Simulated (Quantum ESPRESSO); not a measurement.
**A short convergence ladder for Tc (P6_3/mmc, 2 atoms in the cell)**

```
Tc
1.0
    1.36315    -2.36104     0.00000
    1.36315     2.36104     0.00000
    0.00000     0.00000     4.36805
Tc
2
Cartesian
  1.36315   0.78702   1.09201
  1.36315  -0.78702   3.27604
```

Base method: PBEsol, SSSP 1.1.2 efficiency (PBE) pseudopotentials (plane waves; Quantum ESPRESSO).

Base settings: ecutwfc = 60 Ry; occupations = smearing; smearing = gauss; degauss = 0.0073499 Ry; input_dft = pbesol; potentials = {Tc: Tc_ONCV_PBE-1.0.oncvpsp.upf}; K_POINTS = automatic 12 12 7 0 0 0; conv_thr = 1e-09 Ry.

**Zone-centre phonons against the mesh**

In this ladder: ph.x.tr2_ph = 1e-14; ph.x.fildyn = dyn.G; dynmat.x.fildyn = dyn.G; dynmat.x.asr = simple.

Frequencies are those of the unrelaxed cell, without the LO-TO term of polar crystals.

Only quantities that move along the ladder and can be compared are tabulated.

```tsv
K_POINTS	highest zone-centre frequency (cm⁻¹)
automatic 4 4 2 0 0 0	195.9
automatic 5 5 3 0 0 0	187.2
automatic 6 6 3 0 0 0	162.7
automatic 13 13 7 0 0 0	117.0
```

Coarsest K_POINTS that holds the highest zone-centre frequency within 10 cm⁻¹: not settled: the last two steps still differ by 46 cm⁻¹, over half the tolerance, so the ladder does not show it.

On the base run: the starting cell has typed, rounded lattice constants, without a prior relaxation at this level. Its lattice was rescaled by up to half a per cent. Spin polarisation is off.
